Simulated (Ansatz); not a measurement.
Elastic constant C13 (GPa) of solids drawn from the class of silicides and borides, at two levels: PBE in Ansatz (PAW), and PBEsol in Ansatz (plane waves, PAW).

```tsv
solid	PBE	PBEsol
AlB2-type TiB2	102	110
AlB2-type MgB2	33.3	36.5
AlB2-type ZrB2	120	129
C11b MoSi2	87.7	95.9
AlB2-type HfB2	121	129
C11b WSi2	91.8	?
```

Problem. Estimate the withheld PBEsol value from the other rows.

Solution. One way: carry over the typical ratio. The ratios PBEsol / PBE of the other rows, in order: 1.066, 1.075, 1.078, 1.094, 1.096; median 1.078. C11b WSi2: 91.8 × 1.078 = 99.0 GPa; the run gives 99.4 GPa. The ratios spread from 1.066 to 1.096, so such an estimate is rough.

Over all 6 rows PBEsol is the larger in 6.

Ansatz's runs of these crystals have no spin polarisation.

Spin–orbit coupling is left out, also for the solids with elements from indium on (AlB2-type HfB2, C11b WSi2); its size isn't shown.

Each level is taken at its own relaxed cell. Ansatz's density-functional and Hartree–Fock values are scalar-relativistic unless marked +SOC, with PAW data made under PBE.

Ansatz is an electronic-structure program.
